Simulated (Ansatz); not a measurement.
Structures of equal composition on the (110) surface of bcc W: a layer of Ir in place of the second plane; a layer of Ir in place of the third plane. The slabs share one bottom face, and each structure is named by its start. These are constructed structures in small cells; real faces may alloy, dewet or reconstruct in larger ones, and not all known structures of the face are among them. Slabs of about 11 Å, Fermi-Dirac smearing of 0.1 eV. Bottom of the slabs: a bare face, its two planes held. Relaxed from the named starts with such symmetry as they have, on meshes of like density; energies extrapolated to zero smearing; spin only where a row says so; no spin-orbit coupling, no U. Brackets mark spin-polarised runs, whose order is one that fits the cell.

All values below come from PBE (plane waves to 420 eV, PAW; Ansatz, a first-principles code).

Task: Rank these by energy per 1x1 cell (lowest first), as PBE gives it.

Result: a layer of Ir in place of the third plane (0.000 eV), a layer of Ir in place of the second plane (0.166 eV)
